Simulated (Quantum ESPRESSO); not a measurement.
Checking a run of Quantum ESPRESSO on ZrNiF₆ (Fm-3m, 8 atoms in the cell). The aim is a self-consistent single point with DFT, PBEsol, plane waves, PseudoDojo standard norm-conserving (PBESOL) pseudopotentials.

Cell that was meant: a = 5.5777 Å, b = 5.5777 Å, c = 5.5777 Å, α = 60.00°, β = 60.00°, γ = 60.00°.

Part of the input:

```fortran
   0.000000000     3.944017000     3.944017000
   3.944017000     0.000000000     3.944017000
   3.944017000     3.944017000     0.000000000
ATOMIC_POSITIONS {angstrom}
Zr    0.000000000    0.000000000    0.000000000
Ni    0.499998811    0.499998811    0.499998811
F     0.748227353    0.251770269    0.251770269
F     0.251770269    0.748231297    0.748231297
F     0.251770269    0.748227353    0.251770269
F     0.748231297    0.251770269    0.748231297
F     0.251770269    0.251770269    0.748227353
F     0.748231297    0.748231297    0.251770269
K_POINTS {automatic}
4 4 4  0 0 0
```

Output, abridged:

```
     Message from routine setup:
     using ibrav=0 with symmetry is DISCOURAGED, use correct ibrav instead
     G-vector sticks info
   [... lines left out ...]
                       cart. coord. in units 2pi/alat
        k(    1) = (   0.0000000   0.0000000   0.0000000), wk =   0.0156250
        k(    2) = (   0.1767767   0.1767767  -0.1767767), wk =   0.0937500
        k(    3) = (  -0.3535534  -0.3535534   0.3535534), wk =   0.0468750
   [... 10 lines left out ...]

     Dense  grid:   111811 G-vectors     FFT dimensions: (  72,  72,  72)

     Initial potential from superposition of free atoms

     starting charge      71.9976, renormalised to      72.0000
     Self-consistent Calculation

     iteration #  1     ecut=   100.00 Ry     beta= 0.30

     total energy              =    -133.24361226 Ry
     estimated scf accuracy    <      40.36945323 Ry

     total magnetization       =     1.11 Bohr mag/cell
     absolute magnetization    =     1.11 Bohr mag/cell

     iteration #  2     ecut=   100.00 Ry     beta= 0.30
     Minimization algorithm failed to find Fermi energy: reverting to bisection
     Possible cause: smearing is larger than the electronic band-gap.

     total energy              =    -137.44209380 Ry
   [... lines left out ...]

     iteration # 20     ecut=   100.00 Ry     beta= 0.30

     Magnetic moment per site  (integrated on atomic sphere of radius R)
     atom   1 (R=0.061)  charge=  1.0157  magn= -0.0000
     atom   2 (R=0.032)  charge=  1.8698  magn=  0.0000
     atom   3 (R=0.032)  charge=  1.0474  magn=  0.0000
     atom   4 (R=0.032)  charge=  1.0449  magn=  0.0000
     atom   5 (R=0.032)  charge=  1.0474  magn=  0.0000
     atom   6 (R=0.032)  charge=  1.0449  magn=  0.0000
     atom   7 (R=0.032)  charge=  1.0474  magn=  0.0000
     atom   8 (R=0.032)  charge=  1.0449  magn=  0.0000
     End of self-consistent calculation

     the Fermi energy is     7.2339 ev

!    total energy              =    -137.08255932 Ry
     estimated scf accuracy    <          2.1E-11 Ry
     smearing contrib. (-TS)   =       0.00117828 Ry
     internal energy E=F+TS    =    -137.08373761 Ry

     total magnetization       =    -0.00 Bohr mag/cell
     absolute magnetization    =     0.00 Bohr mag/cell

     convergence has been achieved in  20 iterations

     Forces acting on atoms (cartesian axes, Ry/au):

     atom    1 type  1   force =   -75.19686901  -75.19686901  -75.19686901
     atom    2 type  2   force =    31.06369077   31.06369077   31.06369077
     atom    3 type  3   force =   191.34193084 -203.40715106 -203.40715106
   [... lines left out ...]

     Total force =   859.508218     Total SCF correction =     0.000060

          total   stress  (Ry/bohr**3)                   (kbar)     P=   112124.50
   0.76220689  -0.11835029  -0.11835029       112124.50   -17409.93   -17409.93
  -0.11835029   0.76220689  -0.11835029       -17409.93   112124.50   -17409.93
  -0.11835029  -0.11835029   0.76220689       -17409.93   -17409.93   112124.50

   JOB DONE.
```

**Question.** Is anything amiss in this input, and did it matter?

**Answer.** The run is not sound. The fault is this: crystal numbers under an angstrom card. Numbers meant as fractions of the cell vectors were read as lengths, or the reverse, so the atoms sit in the wrong places. To fix it, make label and numbers agree, by changing either. The run converged in 20 iterations without an error; against the sound input the free energy rises by 1010 eV/atom, the pressure goes from 3.23 to 11210 GPa, the largest force goes from 0.207 to 8917 eV/Å, no clean gap remains on the mesh (levels overlap or are partly filled), against 1.47 eV before and the size of the net moment goes from 0.25 to 0.00 μB/atom.

The sound input it was made from differs as follows (other fixes are possible):
```diff
-ATOMIC_POSITIONS {angstrom}
+ATOMIC_POSITIONS {crystal}
-Ni    0.499998811    0.499998811    0.499998811
-F     0.748227353    0.251770269    0.251770269
-F     0.251770269    0.748231297    0.748231297
-F     0.251770269    0.748227353    0.251770269
-F     0.748231297    0.251770269    0.748231297
-F     0.251770269    0.251770269    0.748227353
-F     0.748231297    0.748231297    0.251770269
+Ni    0.500000000    0.500000000    0.500000000
+F     0.748230000    0.251770000    0.251770000
+F     0.251770000    0.748230000    0.748230000
+F     0.251770000    0.748230000    0.251770000
+F     0.748230000    0.251770000    0.748230000
+F     0.251770000    0.251770000    0.748230000
+F     0.748230000    0.748230000    0.251770000
```

With that input, the run converged in 14 iterations: free energy E − TS -9958.0897 eV; top of the valence band (on the code's own zero) 3.59 eV; gap on the k-point mesh 1.47 eV; pressure 3.23 GPa; largest force (vector length) 0.207 eV/Å (DFT, PBEsol, plane waves, PseudoDojo standard norm-conserving (PBESOL) pseudopotentials).

On the sound input: the starting cell comes from a database of computed structures (which also holds hypothetical and non-ambient phases and stackings), without a prior relaxation at this level. Its lattice was rescaled by a random factor within 2.5 % of one. With one magnetic atom in the cell only a parallel order is possible. With a pressure of about 3 GPa the cell is away from its equilibrium volume at this level.
